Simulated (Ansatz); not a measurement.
**How far to go with the k-point mesh: the (110) slab of ScAl (cut from a parent of space group no. 221; 8 atoms in the cell)**

```xyz
8
Lattice="3.3805 0.0000 0.0000 0.0000 4.7807 0.0000 0.0000 0.0000 21.1710" Properties=species:S:1:pos:R:3 pbc="T T T"
Sc     1.6902     2.3903     7.0000
Al     0.0000     0.0000     7.0000
Sc     1.6902     0.0000     9.3903
Al     0.0000     2.3903     9.3903
Sc     1.6902     2.3903    11.7807
Al     0.0000     0.0000    11.7807
Sc     1.6902     0.0000    14.1710
Al     0.0000     2.3903    14.1710
```

Method of the run: PBEsol, default PAW files made with PBE (plane waves; Ansatz, an electronic-structure program).

Base settings: basis.ecutwfc = 420 eV; kpoints.mp_grid.grid = 9 6 1; hamiltonian.xc = pbesol; hamiltonian.pseudopotentials = {kind: paw} (the program's default PAW files); scf.occupations.method = fermi_dirac; scf.occupations.width = 0.1 eV.

Only quantities that move along the ladder and can be compared are tabulated.

The count of work is k-points × plane waves × bands × iterations; it is no time. Core times come from one kind of shared machine, to one figure; runs under 30 s give none.

The starting cell comes from a database of computed structures (which also holds hypothetical and non-ambient phases and stackings), without a prior relaxation at this level. The slab is cut from that crystal, and its faces are unrelaxed. Its lattice was rescaled by up to half a per cent.

Steps (kpoints.mp_grid.grid): 2 2 1; 3 2 1; 3 3 1; 4 3 1; 5 3 1; 5 4 1; 6 5 1; 7 5 1; 8 6 1; 9 6 1; 10 7 1; 11 8 1; 13 10 1; 16 11 1; 18 13 1; 21 15 1; 25 18 1.

Task: What is the coarsest kpoints.mp_grid.grid that holds the forces within 0.01 eV/Å of the last step, with all finer ones?

Result: 10 7 1, at 0.18 of the last step's count of work; the step before is off by 0.012 eV/Å.

Task: What is the coarsest kpoints.mp_grid.grid that holds the free energy within 5 meV/atom of the last step, with all finer ones?

Result: 6 5 1, at 0.092 of the last step's count of work; the step before is off by 5.9 meV/atom.

| kpoints.mp_grid.grid | free energy less the last step's (meV/atom) | largest difference of a force vector from the last step's (eV/Å) | count of work / last | core time / last (rough) |
|---|---|---|---|---|
| 2 2 1 | -116.72 | 0.480 | 0.031 | – |
| 3 2 1 | -16.07 | 0.199 | 0.031 | – |
| 3 3 1 | -32.03 | 0.106 | 0.031 | – |
| 4 3 1 | 4.22 | 0.057 | 0.046 | – |
| 5 3 1 | 0.17 | 0.046 | 0.046 | – |
| 5 4 1 | 5.93 | 0.070 | 0.069 | – |
| 6 5 1 | 2.99 | 0.028 | 0.092 | – |
| 7 5 1 | 1.09 | 0.019 | 0.092 | – |
| 8 6 1 | -0.83 | 0.018 | 0.15 | – |
| 9 6 1 | -0.28 | 0.012 | 0.15 | – |
| 10 7 1 | -0.13 | 0.005 | 0.18 | – |
| 11 8 1 | -0.04 | 0.004 | 0.23 | – |
| 13 10 1 | 0.08 | 0.002 | 0.32 | – |
| 16 11 1 | -0.03 | 0.000 | 0.42 | 0.4 |
| 18 13 1 | 0.01 | 0.000 | 0.54 | 0.5 |
| 21 15 1 | 0.00 | 0.000 | 0.68 | 0.6 |
| 25 18 1 | 0.00 | 0.000 | 1.0 | 1 |

Keys are those of Ansatz 0.2.
